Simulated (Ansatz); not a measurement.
**SiO2: Si → Mn**

Start from SiO₂ (space group P4_12_12, No. 92; a = 4.980 Å, c = 6.918 Å).

Perturbation: full substitution Si → Mn; the structure is relaxed again.

Calculations: r2SCAN, PAW, 500 eV (Ansatz, an electronic-structure program; scalar-relativistic without spin-orbit coupling). Γ-centred 6×6×4 mesh, Fermi–Dirac width 0.05 eV.

```tsv
quantity	base	changed	shift
volume per atom	14.30 Å³	14.98 Å³	+0.68 Å³
density	2.33 g/cm³	3.21 g/cm³	+0.886 g/cm³
lattice parameter a	4.980 Å	4.952 Å	-0.0285 Å
c/a ratio	1.389	1.481	+0.0914
space group	P4_12_12 (No. 92)	P4_12_12 (No. 92)	–
shortest interatomic distance	1.612 Å	1.759 Å	+0.1464 Å
band gap (uncertain: the edges found look like a band crossing or inverted bands; the changed cell)	6.35 eV	0.19 eV	-6.16 eV
magnetic state	not spin-polarised	ferromagnetic	–
largest site moment	0.00 μB	2.47 μB	+2.47 μB
```

No phonon test of stability was made. As relaxed here, MnO2 is a hypothetical phase, not in the database extracts checked. No Hubbard U is applied and the magnetic state is the run's own (MnO2 ferromagnetic); other magnetic orders, which need larger cells, were not tried and can change the gap. The zero or small gap of MnO2 can change with the level of theory.
